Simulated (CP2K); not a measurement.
A self-consistent single point of SrAlGe (P-6m2, 3 atoms in the cell) with CP2K.

Method of the run: PBEsol, GPW, DZVP-MOLOPT-SR-GTH basis, GTH-PBE potentials (GTH_POTENTIALS) (CP2K).

The change in words: lattice scaled by 0.98. Reference geometry:
```xyz
3
Lattice="4.3773 0.0000 0.0000 -2.1886 3.7908 0.0000 0.0000 0.0000 4.8689" Properties=species:S:1:pos:R:3 pbc="T T T"
Sr     0.0000     0.0000     0.0000
Al     2.1886     1.2636     2.4344
Ge     0.0000     2.5272     2.4344
```

Reference input (self-consistent single point, DFT PBEsol, GPW, DZVP-MOLOPT-SR-GTH basis, GTH-PBE potentials (GTH_POTENTIALS)): CUTOFF = 500 Ry; REL_CUTOFF = 50 Ry; SMEAR/METHOD = GAUSSIAN; SIGMA = 0.2 eV; KPOINTS/SCHEME = MONKHORST-PACK 9 9 7; XC_FUNCTIONAL = PBE:PBESOL; Sr/BASIS_SET = DZVP-MOLOPT-SR-GTH; Sr/POTENTIAL = GTH-PBE-q10; Al/BASIS_SET = DZVP-MOLOPT-SR-GTH; Al/POTENTIAL = GTH-PBE-q3; Ge/BASIS_SET = DZVP-MOLOPT-SR-GTH; Ge/POTENTIAL = GTH-PBE-q4. This run's input differs from it in these lines:

```diff
@@ -66,5 +66,5 @@
     &CELL
-      A 4.37729500 0.00000000 0.00000000
-      B -2.18864700 3.79084800 0.00000000
-      C 0.00000000 0.00000000 4.86886600
+      A 4.28974900 0.00000000 0.00000000
+      B -2.14487400 3.71503100 0.00000000
+      C 0.00000000 0.00000000 4.77148900
       PERIODIC XYZ
```

The program printed (abridged):

```
 SCF WAVEFUNCTION OPTIMIZATION

  Step     Update method      Time    Convergence         Total energy    Change
     1 NoMix/Diag. 0.20E+00      -     1.82774118       -36.9968593425 -3.70E+01
     2 Broy./Diag. 0.20E+00      -     0.01137621       -36.7990108508  1.98E-01
     3 Broy./Diag. 0.20E+00      -     0.05244135       -36.6889467204  1.10E-01
     4 Broy./Diag. 0.20E+00      -     0.00366566       -36.6963770072 -7.43E-03
     5 Broy./Diag. 0.20E+00      -     0.00665959       -36.6980609320 -1.68E-03
     6 Broy./Diag. 0.20E+00      -     0.00032560       -36.6990587578 -9.98E-04
   [... 2 lines left out ...]
     9 Broy./Diag. 0.20E+00      -     0.00006356       -36.6998837824  1.25E-04
    10 Broy./Diag. 0.20E+00      -     0.00001242       -36.6998752852  8.50E-06
    11 Broy./Diag. 0.20E+00      -     0.00001626       -36.6999001823 -2.49E-05
    12 Broy./Diag. 0.20E+00      -     0.00000068       -36.6999065382 -6.36E-06
  *** SCF run converged in    12 steps ***

  Overlap energy of the core charge distribution:               0.00000000021309
  Self energy of the core charge distribution:                -72.77000832240969
  Core Hamiltonian energy:                                     16.04170926906009
  Hartree energy:                                              26.30261152223231
  Exchange-correlation energy:                                 -6.27337736878114
  Smearing free energy correction:                             -0.00084163885826
  Fermi energy:                                                 0.22199041440143

  Total energy:                                               -36.69990653817042
  Total energy (extrapolated to sigma->0):                    -36.69948571874129

   [... lines left out ...]

 STRESS| Analytical stress tensor [bar]
 STRESS|                        x                   y                   z
 STRESS|      x        1.26986068686E+04   4.26912039030E-01  -1.85286778819E-09
 STRESS|      y        4.26912039030E-01   1.26992874230E+04  -3.28556392632E-09
 STRESS|      z       -1.85286778819E-09  -3.28556392632E-09  -5.27744119995E+03
 STRESS| 1/3 Trace                                             6.70681769722E+03
```

The run converged in 12 iterations. Against the reference run the free energy goes down by 7.8 meV/atom and the pressure goes from -2.09 to 0.67 GPa.

The starting cell comes from a database of computed structures (which also holds hypothetical and non-ambient phases and stackings), without a prior relaxation at this level. Its lattice was rescaled by a random factor within 2.5 % of one. For this run, on top of that: lattice scaled by 0.98. Values carry the incompleteness of an atom-centred basis. The potentials were made for another functional than the one used.

Cost on one core of a shared machine: roughly 30 s.
